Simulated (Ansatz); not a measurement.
Functionals compared on CO on the 1x1 (100) surface of monoclinic HfO2 (cut with top plane 2 O), one in a 1x1 cell, started at the site 'hollow O-O-O', in Ansatz (plane waves, PAW). The structure was relaxed with PBE; the other rows are single points on it, each with its references at the same level. Cutoff 420 eV (500 eV for r2SCAN). HSE06 used the coarser mesh 3x3x1.

Host crystal: monoclinic HfO2, with a band gap (PBE, scalar-relativistic without spin-orbit coupling).

Set-up: 26 atoms, 9.3 Å thick at the start under the adsorbate (thin: gaps and levels are the slab's own); mesh 4x4x1; 0.01 eV smearing; dipole correction on; 12 atoms held, the rest relaxed; no symmetry held; no spin, no spin-orbit, no U, no dispersion correction. At the end it is bonded to Hf. In PBE it is, or lies within 0.03 eV of, the lowest of the starts that converged. These notes are the PBE run's. Adsorption energies are against CO(g). A negative adsorption energy means that the adsorbate is more stable on the surface than in its reference.

A dash marks a value that is undefined for that row or was read on another mesh.

```json
[
 {"functional": "PBE", "adsorption energy (eV)": "-0.54", "gap of the slab on its k-mesh (eV)": "3.01", "highest filled level below the top vacuum level (eV)": "6.37", "rough cost of the single point": "–"},
 {"functional": "RPBE", "adsorption energy (eV)": "-0.33", "gap of the slab on its k-mesh (eV)": "3.04", "highest filled level below the top vacuum level (eV)": "6.24", "rough cost of the single point": "around 110 core-seconds (rough)"},
 {"functional": "r2SCAN", "adsorption energy (eV)": "-0.66", "gap of the slab on its k-mesh (eV)": "3.46", "highest filled level below the top vacuum level (eV)": "6.75", "rough cost of the single point": "around 3 core-minutes (rough)"},
 {"functional": "HSE06", "adsorption energy (eV)": "[?]", "gap of the slab on its k-mesh (eV)": "–", "highest filled level below the top vacuum level (eV)": "–", "rough cost of the single point": "about 40 core-minutes (a rough figure)"}
]
```

Q: Some entries are withheld; supply them.

A: 
- HSE06, adsorption energy (eV): -0.52

Ansatz is an electronic-structure program.
